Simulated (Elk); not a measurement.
Input and output of a self-consistent single point for AlFeF5 (Immm, 7 atoms in the cell) (Elk).

Method: PBEsol, all-electron FP-LAPW, Elk's shipped species files, default APW+lo basis (Elk).

The change in words: lattice scaled by 0.98. Reference geometry:
```
AlFeF5
1.0
   -1.77737     3.08604     3.72423
    1.77737    -3.08604     3.72423
    1.77737     3.08604    -3.72423
Al Fe F
1 1 5
Cartesian
  0.00000   0.00000   3.72423
  0.00000   0.00000   0.00000
  0.00000   1.81521   3.72423
  1.77737   1.27083   0.00000
  0.00000   0.00000   1.93339
  0.00000   0.00000   5.51506
  0.00000   3.08604   0.00000
```
Moments meant for the start (each program seeds them in its own way; μB, in the order of the atoms Al Fe F F F F F): 0.0 4.0 0.0 0.0 0.0 0.0 0.0.

Reference input (self-consistent single point, DFT, PBEsol, all-electron FP-LAPW, Elk's shipped species files, default APW+lo basis): xctype = 22; spinpol = true; rgkmax = 7; stype = 3; swidth = 0.00183747 Ha; ngridk = 4 4 4; reducebf = 0.8; nempty = 10 per atom. This run's input differs from it in these lines:

```diff
@@ -25,5 +25,5 @@
 avec
-   -3.3587330735    5.8317704096    7.0377652765
-    3.3587330735   -5.8317704096    7.0377652765
-    3.3587330735    5.8317704096   -7.0377652765
+   -3.2915589789    5.7151346235    6.8970090261
+    3.2915589789   -5.7151346235    6.8970090261
+    3.2915589789    5.7151346235   -6.8970090261
```

Output, abridged:

```
│ Self-consistent loop started │
│ Loop number : 1 │
 total energy                :     -2026.34481715
 total moment                :    4.000523189
│ Loop number : 2 │
 total energy                :     -2026.15929862
 total moment                :    4.000524336
RMS change in Kohn-Sham potential (target) :    1.290310321     (  0.1000000000E-05)
Absolute change in total energy (target)   :   0.1855185300     (  0.1000000000E-03)
│ Loop number : 3 │
 total energy                :     -2020.58607755
 total moment                :    4.000551936
RMS change in Kohn-Sham potential (target) :    1.839349849     (  0.1000000000E-05)
   [... lines left out ...]
│ Loop number : 26 │
 total energy                :     -2012.40656419
 total moment                :    4.000561134
RMS change in Kohn-Sham potential (target) :   0.1005218513E-05 (  0.1000000000E-05)
Absolute change in total energy (target)   :   0.6224446224E-05 (  0.1000000000E-03)
│ Loop number : 27 │
 total energy                :     -2012.40656945
 total moment                :    4.000561148
RMS change in Kohn-Sham potential (target) :   0.8216789364E-06 (  0.1000000000E-05)
Absolute change in total energy (target)   :   0.6818322618E-05 (  0.1000000000E-03)
Convergence targets achieved

│ Loop number : 28 │

Energies :
 Fermi                       :     0.186548884865
 xc effective B-field        :    -0.289602128383
 external B-field            :      0.00000000000
 total energy                :     -2012.40655115
 (external B-field energy excluded from total)

Density of states at Fermi energy :    9.280054075
 (states/Hartree/unit cell)

Estimated indirect band gap :   0.1322495323E-01
 from k-point     11 to k-point     18
Estimated direct band gap   :   0.1642709964E-01
 at k-point      6

Charges :
 core                        :    24.00000000
 valence                     :    60.00000000
 interstitial                :    11.04144718
 muffin-tins (core leakage)
  species :    1 (Al)
   atom    1                 :    10.55796671     (  0.6777739229E-02)
  species :    2 (Fe)
   [... lines left out ...]
   atom    1                 :    3.612499186
  species :    3 (F)
   atom    1                 :   0.5684174828E-01
   atom    2                 :   0.5684174828E-01
   atom    3                 :   0.5690339088E-01
   atom    4                 :   0.5690339088E-01
   atom    5                 :   0.3384597893E-02
 total in muffin-tins        :    3.849226219
 total moment                :    4.000561168

│ Self-consistent loop stopped │
```

The run converged in 28 iterations. The count includes the last loop, which Elk runs after its targets are met. Against the reference run the gap on the mesh goes from 0.349 to 0.360 eV and the size of the net moment stays at 0.57 μB/atom.

The starting cell comes from a database of computed structures (which also holds hypothetical and non-ambient phases and stackings), without a prior relaxation at this level. For this run, on top of that: lattice scaled by 0.98. With one magnetic atom in the cell only a parallel order is possible. Values depend on the basis (sphere radii, cutoffs, local orbitals), which need not be converged.

Cost on one core of a shared machine: roughly 9 min.
